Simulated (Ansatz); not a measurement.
What isotropic strain +1.50 % does to W

Start from W in the bcc (W type) structure (space group Im-3m, No. 229; a = 3.1353 Å; relaxed with 0.1 eV smearing).

One thing is altered: every lattice vector is stretched by 1.50 %, atoms relaxed at fixed cell.

Level of theory: DFT with LDA, PAW potentials and a 420 eV plane-wave cutoff in Ansatz (a program for electronic structure), no SOC. Γ-centred 29×29×29 mesh, Fermi–Dirac width 0.1 eV.

The volume per atom rises by 0.70 Å³ to 16.11 Å³ and the space group remains Im-3m (No. 229). The shortest interatomic distance grows by 0.041 Å, from 2.715 Å to 2.756 Å and the energy grows by 31 meV/atom. The pressure goes from zero to -13.6 GPa and the band gap stays zero.

Final structure:

```yaml
crystal:
  lattice:
    - [-1.59116, 1.59116, 1.59116]
    - [1.59116, -1.59116, 1.59116]
    - [1.59116, 1.59116, -1.59116]
  atoms:
    - { symbol: W, position: [0.00000, 0.00000, 0.00000] }
```

Cost of the whole job for the changed cell (relaxation, final SCF and bands): very roughly 9 core-seconds.

No phonon test of stability was made. The final runs are not spin-polarised.
